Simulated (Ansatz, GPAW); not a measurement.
An Ansatz (a first-principles code) input for a relaxation of cell and atoms of Ge (Fd-3m, 2 atoms in the cell) (DFT, PBE, plane waves, default PAW files):

Ansatz 0.2 input:
```yaml
# Ge
crystal:
  lattice:
    - [0.000000, 2.820117, 2.820117]
    - [2.820117, 0.000000, 2.820117]
    - [2.820117, 2.820117, 0.000000]
  atoms:
    - { symbol: Ge, position: [0.500000, 0.500000, 0.500000] }
    - { symbol: Ge, position: [0.750000, 0.750000, 0.750000] }
basis:
  ecutwfc: 420.0
kpoints:
  mp_grid: { grid: [8, 8, 8] }
hamiltonian:
  xc: pbe
  pseudopotentials: { kind: paw }
scf:
  occupations: { method: fermi_dirac, width: 0.1 }
relax:
  cell: {}
output:
  forces: true
  eigenvalues: true
  stress: true
```

Problem. Give the GPAW input for the same structure, mesh, smearing and functional.

Solution. One input that does it (others would too):

```python
from ase import Atoms
from ase.filters import FrechetCellFilter
from ase.optimize import LBFGS
from ase.units import GPa
from gpaw import GPAW

atoms = Atoms(['Ge', 'Ge'],
              cell=[[0.000000, 2.820117, 2.820117],
                    [2.820117, 0.000000, 2.820117],
                    [2.820117, 2.820117, 0.000000]],
              scaled_positions=[[0.500000, 0.500000, 0.500000],
                                [0.750000, 0.750000, 0.750000]],
              pbc=True)

calc = GPAW(mode={'name': 'pw', 'ecut': 550},
            xc='PBE',
            kpts={'size': (8, 8, 8), 'gamma': True},
            occupations={'name': 'fermi-dirac', 'width': 0.1},
            nbands=-10,
            convergence={'forces': 0.001, 'density': 1e-05},
            symmetry={'symmorphic': False, 'tolerance': 0.0005},
            maxiter=120)

atoms.calc = calc

target = FrechetCellFilter(atoms)

opt = LBFGS(target, logfile='-')
converged = opt.run(fmax=0.02, steps=40)
print('Relaxation converged:', converged)
print('Cell:', atoms.cell.cellpar().round(4))
print(atoms.get_scaled_positions().round(5))

energy = atoms.get_potential_energy()
print('Energy (eV):', round(energy, 6))
forces = atoms.get_forces()
print('Forces (eV/Ang):')
print(forces.round(5))
stress = atoms.get_stress()
print('Stress (GPa, Voigt):', (stress / GPa).round(4))
```

Basis settings and potentials, where a program has them, do not carry over. This input uses DFT PBE, plane waves, GPAW PAW datasets PBE (gpaw-data 1.0.1).

The starting cell comes from a database of computed structures (which also holds hypothetical and non-ambient phases and stackings), without a prior relaxation at this level. Its lattice was rescaled by a random factor within 2.5 % of one.
